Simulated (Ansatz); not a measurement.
## LiF under a change: electrons 1.0×10^21 cm⁻³

Take LiF in the rock salt structure (space group Fm-3m, No. 225; a = 4.0077 Å) as the base.

Now apply this change: electron doping at 1.0×10^21 cm⁻³ (0.0161 per cell), with a uniform compensating background at fixed cell and a 300 K Fermi–Dirac width.

Computed with PBEsol/PAW in Ansatz (a first-principles code), spin-orbit coupling left out. Γ-centred 32×32×32 mesh, Fermi–Dirac width 0.0259 eV.

Gap between the host's bands: 9.02 eV (base 9.05 eV)
Gap character: direct at Γ (base direct at Γ)
Fermi level relative to the doped band's edge (positive inside the band; to 0.05 eV): +0.40 eV

Final structure:

```xyz
2
Lattice="0.0000 2.0039 2.0039 2.0039 0.0000 2.0039 2.0039 2.0039 0.0000" Properties=species:S:1:pos:R:3 pbc="T T T"
Li     0.0000     0.0000     0.0000
F      2.0039     2.0039     2.0039
```
Cell charge -0.016093.

Carriers are added with a uniform compensating background; total energy and stress of such cells depend on the potential's zero and are not compared; many-body gap narrowing is missing at this level. No phonon test of stability was made.
